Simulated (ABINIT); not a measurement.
# Several settings converged on SnO (P4mm, 4 atoms in the cell)

```xyz
4
Lattice="3.7810 0.0000 0.0000 0.0000 3.7810 0.0000 0.0000 0.0000 4.8158" Properties=species:S:1:pos:R:3 pbc="T T T"
Sn     1.8905     0.0000     3.7196
Sn     0.0000     1.8905     1.1462
O      1.8905     1.8905     0.0000
O      0.0000     0.0000     0.0000
```

Base method: PBEsol, PAW (JTH v2.0 PBE PAW, files made for PBE) (plane waves; ABINIT).

Base settings: pseudos = [Sn.GGA_PBE-JTH.xml, O.GGA_PBE-JTH.xml]; ecut = 48 Ry; pawecutdg = 96 Ry; pawxcdev = 0; ixc = -116133; occopt = 3; tsmear = 0.00073499 Ha; ngkpt = 3 3 2; nshiftk = 1; shiftk = 0 0 0.

The count of work is k-points × plane waves × bands × iterations; it is no time. 

**The cutoff for other potential files**

Level: DFT, PBEsol, plane waves, PAW (JTH v2.0 PBE PAW, sp files where given, files made for PBE).

In this ladder: pseudos = [Sn.GGA_PBE-JTH_sp.xml, O.GGA_PBE-JTH.xml]; nband = 15; potentials = JTH v2.0 PBE PAW, sp files where given. Moved along: pawecutdg.

The second cell is the first with its lattice scaled by 0.98.

The mesh stays at the base's, so the ladder's end is converged at best in this setting alone.

Only quantities that move along the ladder and can be compared are tabulated; the gap is left out on so coarse a mesh.

| ecut | free energy less the last step's (meV/atom) | energy of the compressed cell less the first (meV/atom) | pressure (GPa) | largest difference of a force vector from the last step's (eV/Å) | count of work / last |
|---|---|---|---|---|---|
| 22 Ry | 1129.73 | 51.63 | -35.51 | 0.121 | 0.099 |
| 26 Ry | 377.20 | 62.08 | -12.76 | 0.022 | 0.13 |
| 32 Ry | 63.67 | 52.96 | 0.73 | 0.001 | 0.19 |
| 40 Ry | 15.55 | 52.76 | 4.34 | 0.002 | 0.26 |
| 48 Ry | 13.84 | 52.83 | 4.30 | 0.002 | 0.34 |
| 56 Ry | 7.96 | 52.73 | 4.15 | 0.001 | 0.49 |
| 70 Ry | 0.75 | 52.73 | 4.37 | 0.000 | 0.64 |
| 94 Ry | 0.00 | 52.66 | 4.43 | 0.000 | 1.0 |

Coarsest ecut that holds the pressure within 0.5 GPa of the last step, with all finer ones: 40 Ry, at 0.26 of the last step's count of work; the step before is off by 3.7 GPa.

Coarsest ecut that holds the energy of the compressed cell less the first within 2 meV/atom of the last step, with all finer ones: 32 Ry, at 0.19 of the last step's count of work; the step before is off by 9.4 meV/atom.

Coarsest ecut that holds the forces within 0.02 eV/Å of the last step, with all finer ones: 32 Ry, at 0.19 of the last step's count of work; the step before is off by 0.022 eV/Å.

The energy difference between the two cells stays within 1 meV/atom of the last step's from 32 Ry on, the total only from 70 Ry on: much of the error is common to both cells and cancels.

At the lowest cutoff the pressure lies 39.9 GPa under the last step's, the usual sign of Pulay stress in an incomplete plane-wave basis.

**The density cutoff**

The second cell is the first with its lattice scaled by 0.98.

The mesh stays at the base's, so the ladder's end is converged at best in this setting alone.

Only quantities that move along the ladder and can be compared are tabulated; the gap is left out on so coarse a mesh.

| pawecutdg | free energy less the last step's (meV/atom) | energy of the compressed cell less the first (meV/atom) | pressure (GPa) | largest difference of a force vector from the last step's (eV/Å) |
|---|---|---|---|---|
| 48 Ry | -0.27 | 41.94 | 2.63 | 0.016 |
| 60 Ry | 0.14 | 40.57 | 2.51 | 0.024 |
| 72 Ry | 0.69 | 40.58 | 2.60 | 0.019 |
| 96 Ry | -0.07 | 41.16 | 2.69 | 0.021 |
| 120 Ry | 0.17 | 40.93 | 2.64 | 0.004 |
| 192 Ry | 0.00 | 41.11 | 2.66 | 0.000 |

Coarsest pawecutdg that holds the pressure within 0.1 GPa of the last step, with all finer ones: 72 Ry; the step before is off by 0.15 GPa.

Coarsest pawecutdg that holds the free energy within 0.5 meV/atom of the last step, with all finer ones: 96 Ry; the step before is off by 0.69 meV/atom.

On the base run: the starting cell has typed, rounded lattice constants, without a prior relaxation at this level. Its lattice was rescaled by up to half a per cent. One atom was moved a little off its site on purpose. The potentials were made for another functional than the one used. In the base run, forces exceed 1 eV/Å.
